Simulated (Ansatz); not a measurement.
Consider LaB6 (space group Pm-3m, No. 221; a = 4.155 Å).

(Cell as relaxed with PBE.)

Levels (all Ansatz, an electronic-structure program, PAW): PBE (420 eV, no spin-orbit coupling); r2SCAN (500 eV, no spin-orbit coupling).

Each level relaxes its own structure.

```tsv
quantity	PBE	r2SCAN
volume per atom	10.25 Å³	10.23 Å³
lattice parameter a	4.155 Å	4.153 Å
band gap	zero	zero
```

PBE's lattice parameter a lies 0.002 Å above r2SCAN's (0.1 %); the two agree on the band gap. Neither level is exact; r2SCAN is the comparison here, not a measurement.

No phonon test of stability was made. The final runs are not spin-polarised. An odd electron count without spin: LaB6.
